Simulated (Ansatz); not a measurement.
## Fermi-surface data of ZrIr₃ (Pm-3m)

Data:

```xyz
4
Lattice="3.9331 0.0000 0.0000 0.0000 3.9331 0.0000 0.0000 0.0000 3.9331" Properties=species:S:1:pos:R:3 pbc="T T T"
Zr     0.0000     0.0000     0.0000
Ir     1.9666     1.9666     0.0000
Ir     0.0000     1.9666     1.9666
Ir     1.9666     0.0000     1.9666
```

Calculation: PBEsol, rigid bands (plane waves, PAW, scalar-relativistic; Ansatz, a first-principles code). Geometry: cell and atoms relaxed with PBEsol.

| Quantity | Value |
|---|---|
| density of states at the Fermi level | 2.99 states/(eV·cell), both spins |
| bare Sommerfeld coefficient | 1.76 mJ/(mol of atoms·K²) |
| Drude plasma energy | 6.2 eV |
| root-mean-square Fermi velocity | 5.5e5 m/s |
| resistivity times τ | 12.5 ×10⁻²² Ω·m·s |

A metal at this level (no band gap); rigid bands, thermally averaged at 300 K, both spins. Spin-orbit coupling is left out, which matters with elements this heavy. τ is one relaxation time for all states.

Formula and space group known from diffraction (Crystallography Open Database), not checked to be the room-temperature form: ZrIr3 (Pm-3m).
